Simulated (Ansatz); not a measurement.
The parent structure is Se (space group P3_121, No. 152; a = 4.5345 Å, c = 5.0415 Å; made of chains).

(Cell as relaxed with PBE.)

Levels (all Ansatz, a quantum-chemistry and plane-wave program, PAW): PBE (420 eV, spin-orbit coupling left out); r2SCAN (500 eV, without spin-orbit coupling).

Each level relaxes its own structure.

```json
[
 {"base": "volume per atom", "PBE": "29.92 Å³", "r2SCAN": "29.25 Å³"},
 {"base": "lattice parameter a", "PBE": "4.535 Å", "r2SCAN": "4.506 Å"},
 {"base": "band gap", "PBE": "1.04 eV", "r2SCAN": "1.33 eV"}
]
```

It is then changed as follows: the cell is scaled by 1.0071 in all directions, atoms relaxed at fixed cell.

```csv
quantity,PBE,r2SCAN
electron mass,"0.16 mₑ along c, 0.39 mₑ across (at H)","0.17 mₑ along c, 0.45 mₑ across (at H)"
"pressure (mean of the normal stresses, compression positive)",-0.29 GPa,-0.38 GPa
band gap,1.01 eV,1.29 eV
smallest direct gap,1.19 eV,1.49 eV
gap character,"indirect, L → H","indirect, L → H"
```

PBE's pressure lies 0.09 GPa above r2SCAN's; PBE's band gap lies 0.28 eV below r2SCAN's; PBE's smallest direct gap lies 0.30 eV below r2SCAN's; the two agree on the gap character. Neither level is exact; r2SCAN is the comparison here, not a measurement.

The cells carry an imposed strain or load. Effective masses come from finite differences of ±0.01 Å⁻¹. No phonon test of stability was made. No dispersion term is included, though the crystal is made of layers, chains or molecules, so its spacings can come out too wide.
